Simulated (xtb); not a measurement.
xtb 6.7.1, GFN2-xTB: Nb(Br)(Me)4 ([CH3][Nb]([CH3])([CH3])([CH3])[Br]), 18 atoms. The geometry is a generated start, not checked to be a minimum at this level.

- method: GFN2-xTB
- --acc: 1 (default)
- --etemp (K): 300 (default)
- detailed input (--input): none: ANC optimiser, Lindh (1995) Hessian, microcycle=20, maxdispl=1.0, hlow=0.01 (default)
- basis functions: 48
- valence electrons: 40

```xyz
18

Nb     0.5318    -0.1810    -0.4422
Br     2.3608    -0.7960    -2.0326
C      1.0967    -0.6484     1.7045
H      1.1727    -1.7336     1.8553
H      0.4387    -0.2544     2.4831
H      2.1017    -0.2350     1.8810
C     -1.2487     0.7137    -1.5276
H     -2.1134     0.9815    -0.9133
H     -1.5951    -0.0033    -2.2838
H     -0.9419     1.6199    -2.0634
C     -0.9723    -1.8695    -0.0958
H     -0.6326    -2.6758    -0.7651
H     -2.0055    -1.6395    -0.3643
H     -0.9970    -2.2777     0.9175
C      0.6686     1.9576     0.3271
H      1.0048     2.5906    -0.5071
H      1.4040     2.0755     1.1315
H     -0.2734     2.3753     0.6954
```

Charge 0 and multiplicity 1 are set for this test and not shown to be the ground state.

The structure is relaxed from this start with --opt LEVEL for the levels crude, sloppy, loose, lax, normal, tight, vtight, extreme, once each. Up to the end of the extreme run atoms move by at most 0.79 Å along an axis.

Question: What is the loosest level that ends within 5 meV of the extreme run, and how many cycles does it take?

Answer: normal: 44 cycles against 63, ending 0.68 meV above.

```csv
level,cycles,energy above the extreme run (meV),gradient norm (eV/Å)
crude,1,34,0.14
sloppy,1,34,0.14
loose,1,34,0.14
lax,6,30,0.12
normal,44,0.68,0.019
tight,51,0.062,0.0092
vtight,58,under 0.01,0.0020
extreme,63,—,0.00087
```
